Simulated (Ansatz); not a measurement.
**PBE against r2SCAN: BaTiO3, isotropic strain +5.49 %**

Base system: BaTiO3 in the cubic perovskite structure (space group Pm-3m, No. 221; a = 4.0195 Å).

(Cell as relaxed with PBE.)

Levels (all Ansatz, a program for electronic structure, PAW, earlier PAW set): PBE (420 eV, no spin-orbit coupling); r2SCAN (500 eV, without spin-orbit coupling).

Each level relaxes its own structure.

```json
[
 {"base": "volume per atom", "PBE": "12.99 Å³", "r2SCAN": "12.75 Å³"},
 {"base": "lattice parameter a", "PBE": "4.019 Å", "r2SCAN": "3.994 Å"},
 {"base": "band gap", "PBE": "1.79 eV", "r2SCAN": "2.18 eV"}
]
```

One thing is altered: every lattice vector is stretched by 5.49 %, atoms relaxed at fixed cell.

| quantity | PBE | r2SCAN |
|---|---|---|
| pressure | -18.15 GPa | -20.23 GPa |
| shift of the gap caused by the change | -0.35 eV | -0.41 eV |
| smallest direct gap | 1.67 eV | 2.00 eV |
| band gap | 1.44 eV | 1.77 eV |

PBE's pressure lies 2.08 GPa above r2SCAN's; PBE's shift of the gap caused by the change lies 0.06 eV above r2SCAN's; PBE's smallest direct gap lies 0.33 eV below r2SCAN's; PBE's band gap lies 0.33 eV below r2SCAN's. Neither level is exact; r2SCAN is the comparison here, not a measurement.

No phonon test of stability was made. All final runs are without spin polarisation. Many cubic perovskites are stable only at high temperature; tilts and polar distortions were not tested. This is not the structure that BaTiO3 has at room temperature and ambient pressure.
